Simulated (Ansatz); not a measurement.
The starting structures come from a database of crystals and need not be the phases stable at ambient conditions.

Inside the gap of an insulator the Bloch states are evanescent, with a wavenumber k + iκ along the transport direction.

Data:

```xyz
2
Lattice="4.2877 0.0000 0.0000 -2.1438 3.7132 0.0000 2.1438 1.2377 3.4322" Properties=species:S:1:pos:R:3 pbc="T T T"
Mg     0.0000     0.0000     0.0000
Te     0.0000     2.4755     1.7161
```

Space group of this cell: R-3m. The cell is strained (lengths across the current scaled by 1.02, ions clamped); by PBEsol its mean pressure is -2.6 GPa.

Transport runs along the normal of the first two printed cell vectors, the (111) (indices of the unstrained crystal) plane of the conventional cell.

The gap is the functional's own, uncorrected, and κ follows it; spin-orbit coupling is left out. Mid-gap values are interpolated between the computed energies.

Task: Compute, with PBEsol run with Ansatz (a first-principles code), the band gap and the smallest decay constant κ at mid-gap.

Result: Gap 0.30 eV on a 10×10×10 mesh; κ = 0.059 1/Å, at the zone centre.
